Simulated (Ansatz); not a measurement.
Cu3N: response to strain

Base system: Cu3N (space group Pm-3m, No. 221; a = 3.827 Å). Axes: x, y, z lie along the cube axes.

Strains are applied to the cell and any free atomic positions relax; under biaxial strain the out-of-plane vector relaxes too; under stress the whole cell relaxes.

The values are results of PBE, PAW, 420 eV (Ansatz, a first-principles code; no spin-orbit coupling), not measurements.

```csv
change,gap character,band gap,volume per atom
base,–,0.22 eV,14.01 Å³
"biaxial strain −0.41 %, plane normal [001], relaxed out of plane","indirect, A → R",…,…
"biaxial strain +1.36 %, plane normal [110], relaxed out of plane","indirect, T → R",0.19 eV,14.19 Å³
"biaxial strain +4.80 %, plane normal [111], relaxed out of plane",–,zero,14.33 Å³
isotropic strain −4.74 %,–,zero,12.11 Å³
uniaxial strain ε_xx = +2.20 %,"indirect, A → R",0.29 eV,14.32 Å³
uniaxial strain ε_xx = +3.31 %,"indirect, A → R",0.32 eV,14.47 Å³
uniaxial strain ε_xx = +5.89 %,"indirect, A → R",0.38 eV,14.84 Å³
tensor shear ε_yz = +1.45 %,"indirect, T → R",0.15 eV,14.01 Å³
"uniaxial stress, 3 GPa tension along z","indirect, A → R",0.25 eV,14.14 Å³
```

Complete the table.


- biaxial strain −0.41 %, plane normal [001], relaxed out of plane, band gap: 0.20 eV
- biaxial strain −0.41 %, plane normal [001], relaxed out of plane, volume per atom: 13.92 Å³

The mesh was chosen for an insulator and is coarse for the gapless case. Beyond what the load breaks, stability against distortions was not tested. The final runs are not spin-polarised. Gaps under 0.05 eV, about the width of the smearing, are given as zero. A zero or small gap of Cu3N can be the functional's error rather than a property of the material. k-point labels follow each cell's own Brillouin zone.
